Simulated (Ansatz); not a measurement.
Results of G0W0@HSE06 (Ansatz, a first-principles code, plane waves, hard PAW, contour deformation) for antifluorite Be₂C.

The cell has the measured lattice parameters. Conventional cell: a = 4.3400 Å, b = 4.3400 Å, c = 4.3400 Å, α = 90.00°, β = 90.00°, γ = 90.00°.

The quasiparticle gap at Γ at a fixed k mesh 6×6×6:

```json
[
 {"response cutoff": "150 eV, 157 empty bands", "value (eV)": "5.569"},
 {"response cutoff": "200 eV, 241 empty bands", "value (eV)": "5.621"},
 {"response cutoff": "250 eV, 337 empty bands", "value (eV)": "5.652"},
 {"response cutoff": "300 eV, 443 empty bands", "value (eV)": "5.671"}
]
```

### Question
Taking the value to converge with the response cutoff E as E^(−3/2), extrapolate from the last two rows.

### Answer
With y = y∞ + c/w and weights w = 3953 and 5196 for the last two rows, y∞ = (w2 y2 − w1 y1)/(w2 − w1) = (5196 × 5.671 − 3953 × 5.652)/1243 = 5.731 eV, which lies 0.060 beyond the last row. Successive pairs of rows give 5.717, 5.730, 5.731. The limit also hangs on the law assumed, so its last digits aren't firm.

The other settings are not extrapolated, so this is the limit in one setting alone.

The smallest gap on this mesh is 2.34 eV, away from Γ.

Note: GW on a hybrid start was not checked against another program.
